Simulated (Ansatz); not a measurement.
Abridged Ansatz (a program for electronic structure) output:

```
Relaxation: its limit of steps is 50 (relax.max_steps)
Pseudopotential: Ti, paw, valence charge 12
Pseudopotential: Al, paw, valence charge 3
Crystal: 8 atoms, lattice volume = 132.504 Å³
Basis set: ecut = 500 eV, 3389 PW (Γ), exchange–correlation on 180×180×144 points (64 copies of the dense FFT grid, shifted against one another)
Bands: 47, of which v1, the nominal top of the filled ones, is band 39 counted from 1 (38 counted from 0)
Symmetry: 8 space group operations
k-points: 186 of 1000
Functional: x = r2scan, c = r2scan; τ floored in thin density (d = 2e-4 eV/Å³)
SCF iter   1: F=—  HF=-16110.471531 eV  |F-HF|=—  |Δ(HF+E_count)|=         —  Δρ=6.12e-2  dr2=5.06e0  dr2_τ=1.95e-1  ethr=3.10e-3  ⟨swp⟩=7.4  Hψ=33119  notcnv=0
SCF iter   2: F=—  HF=-16109.645868 eV  |F-HF|=—  |Δ(HF+E_count)|=   8.26e-1  Δρ=2.37e-2  dr2=7.67e-1  dr2_τ=2.01e-2  ethr=3.10e-3  ⟨swp⟩=3.6  Hψ=19498  notcnv=0
SCF 1 converged in 9 iterations: F = -16109.549738 eV  dr2 = 7.09e-9
relax step   1: F+E_penalty+E_count = -16109.54973776 eV  Δ(F+E_penalty+E_count) = +0.000e0 eV  max|allowed force component| = 4.426e-5 eV/Å  Δτ_max = 0.0000 Å  P = +0.000 GPa  Ω = 132.504 Å³  (9 SCF iters, dr2 threshold 1.00e-7 eV, accepted)
[... steps on the carried basis left out ...]
relax step   6: F+E_penalty+E_count = -16109.54693967 eV  Δ(F+E_penalty+E_count) = -1.997e-4 eV  max|allowed force component| = 2.608e-4 eV/Å  Δτ_max = 0.0000 Å  P = -0.332 GPa  Ω = 132.888 Å³  stress off target by 3.66e-3 GPa  SCF on the basis re-selected at this cell (its energy is not comparable with the rows above)  (6 SCF iters)
SCF converged after 6 iterations
Free energy (F): -16109.546940 eV
Internal energy: -16109.508831 eV  (E = F + TS)
E sigma→0 (E₀):  -16109.527885 eV
Entropy (-TS):   -0.038108 eV (-4.764 meV/atom)
Fermi energy:    12.133683 eV
--- Forces (eV/Å), atoms counted from 1 ---
  atom   1  Ti     0.00000000     0.00026079     0.00000000
  atom   2  Ti    -0.00023984    -0.00009586     0.00000000
  atom   3  Ti    -0.00023984     0.00009586     0.00000000
  atom   4  Ti     0.00000000    -0.00026079     0.00000000
  atom   5  Ti     0.00023984     0.00009586    -0.00000000
  atom   6  Ti     0.00023984    -0.00009586    -0.00000000
  atom   7  Al     0.00000000     0.00021783     0.00000000
  atom   8  Al    -0.00000000    -0.00021783    -0.00000000
--- Stress (GPa, compression-positive) ---
       -0.996337      -0.000000       0.000000
       -0.000000       0.000091       0.000000
        0.000000       0.000000       0.000952
  P = ⅓ Tr σ = -0.3318 GPa (-3.318 kbar)
--- Relaxed structure (5 steps of the walk, 5 accepted, 1 SCFs on fresh bases) ---
  cell:  # Å, volume = 132.8880 Å³
    - [5.786273771642341, 2.578303316466051e-34, -8.684799168126788e-34]
    - [-2.8931368858211703, 4.963655672915908, -5.999342680329851e-34]
    - [-6.124313123736303e-34, -9.623936233980299e-34, 4.626845643006911]
  atoms:
    - { symbol: Ti, position: [0.8311384179445132, 0.6622768358890263, 0.25] }
    - { symbol: Ti, position: [0.17041624477824951, 0.8287590325142328, 0.7499999999999999] }
    - { symbol: Ti, position: [0.3416572122640166, 0.17124096748576692, 0.25] }
    - { symbol: Ti, position: [0.16886158205548674, 0.3377231641109735, 0.7499999999999999] }
    - { symbol: Ti, position: [0.8295837552217501, 0.17124096748576692, 0.25] }
    - { symbol: Ti, position: [0.6583427877359832, 0.8287590325142328, 0.7499999999999999] }
    - { symbol: Al, position: [0.3332555741148263, 0.6665111482296526, 0.25] }
    - { symbol: Al, position: [0.6667444258851736, 0.33348885177034715, 0.7499999999999999] }
```

Task: What was computed, and what are the main results?

Result: Ti3Al, 8 atoms in the cell, with DFT with r2SCAN, PAW potentials and a 500 eV plane-wave cutoff in Ansatz, spin-orbit coupling left out, earlier PAW set, from a series relaxed to a target (uniaxial stress, 1 GPa tension along x). The last SCF converged to F = -16109.546940 eV, or -2013.6934 eV per atom. The total energy compares only with runs of the same code, potentials and settings.

Load acts through the strain it causes; cell and atoms are relaxed under it. Stability under load was not tested beyond the relaxation. All final runs are without spin polarisation. The cell was made from Ti3Al (space group P6_3/mmc, No. 194) by this change: uniaxial stress, 1 GPa tension along x.

Keys are those of Ansatz 0.2.
